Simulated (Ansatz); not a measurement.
The parent structure is Ga$_{2}$O$_{3}$ in the corundum structure (space group R-3c, No. 167; a = 5.0577 Å, c = 13.6230 Å (hexagonal axes)). Axes: x lies along a and z along c of the hexagonal cell.

Modification: uniaxial strain ε_zz = −0.75 %, all other strain components held at zero; the atoms relax in the strained cell.

Computed with PBE (Ansatz, a first-principles code; PAW; 420 eV plane waves; spin-orbit coupling left out).

Base, band edges from the VBM (valence, conduction): Γ -0.23, 2.40; F -0.14, 6.13; S₂ -0.17, 6.10; S₀ -0.17, 6.10; L -0.14, 6.02; H₀ -0.33, 6.31; H₂ -0.33, 6.31; T -0.29, 5.49 eV.

**Question.** Give the band edges at the high-symmetry points of the new zone, measured from its valence-band maximum.

**Answer.** 
```json
[
 {"point": "Γ", "valence edge (eV)": "-0.24", "conduction edge (eV)": "2.47"},
 {"point": "T", "valence edge (eV)": "-0.31", "conduction edge (eV)": "5.55"},
 {"point": "H₂", "valence edge (eV)": "-0.33", "conduction edge (eV)": "6.39"},
 {"point": "H₀", "valence edge (eV)": "-0.33", "conduction edge (eV)": "6.39"},
 {"point": "L", "valence edge (eV)": "-0.14", "conduction edge (eV)": "6.10"},
 {"point": "S₀", "valence edge (eV)": "-0.17", "conduction edge (eV)": "6.19"},
 {"point": "S₂", "valence edge (eV)": "-0.17", "conduction edge (eV)": "6.19"},
 {"point": "F", "valence edge (eV)": "-0.14", "conduction edge (eV)": "6.21"}
]
```

The gap is 2.47 eV, indirect, Γ–S₀ (50 % along) → Γ.

Whether these cells are dynamically stable was not tested.
